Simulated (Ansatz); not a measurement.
Brucite Ca(OH)2 (model structure)

Computed with HSE06-D3(BJ) in Ansatz (plane waves, PAW).

Cell: relaxed at this level.

```
Item                            Result
-------------------------  -----------
interlayer binding energy  36.0 meV/Å²
layer repeat distance          4.749 Å
gap between the layers         0.552 Å
```

The computed numbers hold no vibrational or temperature effects.

It cost about 24 core-minutes (a rough figure) of CPU time.

A model structure was made by putting elements into a prototype or built by hand; here it ended with the formula and space group of a phase in our tables.

Ansatz is a quantum-chemistry and plane-wave program.
